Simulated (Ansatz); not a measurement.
Where the default PAW files enter, the runs use the earlier of Ansatz's two default sets.

The decay constant κ of evanescent states in the gap governs leakage through a thin film.

Here is the system:

```
MgO
1.0
    2.90629     0.00000     0.00000
    0.00000     2.90629     0.00000
    1.45315    -1.45315     2.05506
Mg O
1 1
Direct
  0.00000   0.00000   0.00000
  0.50000   0.50000   0.00000
```

Space group of this cell: Fm-3m, rock salt. The cell is strained (all lengths scaled by 0.98); by r2SCAN its mean pressure is 13.5 GPa.

Transport runs along the normal of the first two printed cell vectors, the (001) plane of the conventional cell.

The gap is the functional's own, uncorrected, and κ follows it; spin-orbit coupling is left out. Mid-gap means the computed energy nearest the middle.

Question: State the band gap and the smallest decay constant κ at mid-gap according to r2SCAN run with Ansatz (a first-principles code).

Answer: Gap 6.42 eV on a 14×14×14 mesh; κ = 0.404 1/Å, at the zone centre.
